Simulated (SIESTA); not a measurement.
A self-consistent single point of the (001) slab of Sr2CdPt2 (cut from a parent of space group no. 71; 30 atoms in the cell) with SIESTA.

Method of the run: GGA PBEsol, numerical atomic orbitals DZP, PseudoDojo PBEsol standard norm-conserving potentials (rewritten from UPF to PSML) run with SIESTA.

The change in words: 30 atoms deep slab. Reference geometry:
```
CELL_PARAMETERS angstrom
      4.58062     0.00000     0.00000
      0.00000     5.99602     0.00000
      0.00000     0.00000    22.28001
ATOMIC_POSITIONS crystal
  Sr 0.00000 0.50000 0.52042
  Sr 0.00000 0.50000 0.68582
  Cd 0.00000 0.00000 0.60312
  Pt 0.50000 0.72608 0.60312
  Pt 0.50000 0.27392 0.60312
  Sr 0.50000 0.00000 0.31418
  Sr 0.50000 0.00000 0.47958
  Cd 0.50000 0.50000 0.39688
  Pt 0.00000 0.22608 0.39688
  Pt 0.00000 0.77392 0.39688
```

Reference input (self-consistent single point, DFT, GGA PBEsol, numerical atomic orbitals DZP, PseudoDojo PBEsol standard norm-conserving potentials (rewritten from UPF to PSML)): XC.functional = GGA; XC.authors = PBEsol; potentials = PseudoDojo PBEsol standard; PAO.BasisSize = DZP; PAO.EnergyShift = 0.01 Ry; MeshCutoff = 350 Ry; kgrid.MonkhorstPack = 4 3 1; OccupationFunction = MP; OccupationMPOrder = 0; ElectronicTemperature = 1160.45 K; MaxSCFIterations = 150; SCF.Mixer.Method = Broyden. This run's input differs from it in these lines:

```diff
@@ -4,3 +4,3 @@
 
-NumberOfAtoms                10
+NumberOfAtoms                30
 NumberOfSpecies              3
@@ -15,3 +15,3 @@
      0.000000000    5.996024000    0.000000000
-     0.000000000    0.000000000   22.280014000
+     0.000000000    0.000000000   40.659878000
 %endblock LatticeVectors
@@ -19,12 +19,32 @@
 %block AtomicCoordinatesAndAtomicSpecies
-     0.000000000    2.998012000   11.595009446  1
-     0.000000000    2.998012000   15.280012361  1
-     0.000000000    0.000000000   13.437499764  2
-     2.290310000    4.353593106   13.437499764  3
-     2.290310000    1.642430894   13.437499764  3
-     2.290310000    0.000000000    7.000001639  1
-     2.290310000    0.000000000   10.685004554  1
-     2.290310000    2.998012000    8.842514236  2
-     0.000000000    1.355581106    8.842514236  3
-     0.000000000    4.640442894    8.842514236  3
+     0.000000000    2.998012000   11.594977409  1
+     0.000000000    2.998012000   15.279982152  1
+     0.000000000    0.000000000   13.437520441  2
+     2.290310000    4.353593106   13.437520441  3
+     2.290310000    1.642430894   13.437520441  3
+     2.290310000    0.000000000    7.000004596  1
+     2.290310000    0.000000000   10.685009340  1
+     2.290310000    2.998012000    8.842466308  2
+     0.000000000    1.355581106    8.842466308  3
+     0.000000000    4.640442894    8.842466308  3
+     0.000000000    2.998012000   20.784923035  1
+     0.000000000    2.998012000   24.469887118  1
+     0.000000000    0.000000000   22.627384747  2
+     2.290310000    4.353593106   22.627384747  3
+     2.290310000    1.642430894   22.627384747  3
+     2.290310000    0.000000000   16.189990882  1
+     2.290310000    0.000000000   19.874873645  1
+     2.290310000    2.998012000   18.032493253  2
+     0.000000000    1.355581106   18.032493253  3
+     0.000000000    4.640442894   18.032493253  3
+     0.000000000    2.998012000   29.974868660  1
+     0.000000000    2.998012000   33.659873404  1
+     0.000000000    0.000000000   31.817411692  2
+     2.290310000    4.353593106   31.817411692  3
+     2.290310000    1.642430894   31.817411692  3
+     2.290310000    0.000000000   25.379895848  1
+     2.290310000    0.000000000   29.064900591  1
+     2.290310000    2.998012000   27.222357559  2
+     0.000000000    1.355581106   27.222357559  3
+     0.000000000    4.640442894   27.222357559  3
 %endblock AtomicCoordinatesAndAtomicSpecies
```

Output (repeated stretches shortened):

```
        iscf     Eharris(eV)        E_KS(eV)     FreeEng(eV)     dDmax    Ef(eV) dHmax(eV)
   scf:    1   -81927.868510   -82253.847510   -82253.942708  3.130950 -2.020267 19.629667
   scf:    2   -82193.774816   -82309.941653   -82310.003069  1.449558 -2.983137 42.580771
   scf:    3   -82290.635495   -82353.545989   -82353.614002  0.262412 -3.240361 20.742552
   scf:    4   -82363.000276   -82369.343786   -82369.410089  0.281098 -2.817846  8.783903
   scf:    5   -82361.071927   -82368.338571   -82368.395798  0.146796 -2.752683  9.595022
   [... 141 lines left out ...]
   scf:  147   -82372.503683   -82372.503682   -82372.567075  0.000062 -2.805471  0.002618
   scf:  148   -82372.503677   -82372.503680   -82372.567075  0.000051 -2.805489  0.002851
   scf:  149   -82372.503688   -82372.503685   -82372.567075  0.000083 -2.805452  0.003870
   scf:  150   -82372.503668   -82372.503677   -82372.567075  0.000084 -2.805492  0.004136
SCF_NOT_CONV: SCF did not converge in maximum number of steps (required).
SCF_NOT_CONV: SCF did not converge in maximum number of steps (required).
Geom step, scf iteration, dDmax, dHmax:    0   150      0.000084     0.000304
Geom step, scf iteration, dDmax, dHmax:    0   150      0.000084     0.000304

ABNORMAL_TERMINATION
ABNORMAL_TERMINATION
Stopping Program from Node:    0
Stopping Program from Node:    0
```

The run ended unconverged after 150 iterations. 

The starting cell comes from a database of computed structures (which also holds hypothetical and non-ambient phases and stackings), without a prior relaxation at this level. The slab is cut from that crystal, and its faces are unrelaxed. Its lattice was rescaled by up to half a per cent. Values carry the incompleteness of an atom-centred basis.

Cost on one core of a shared machine: roughly 20 min.
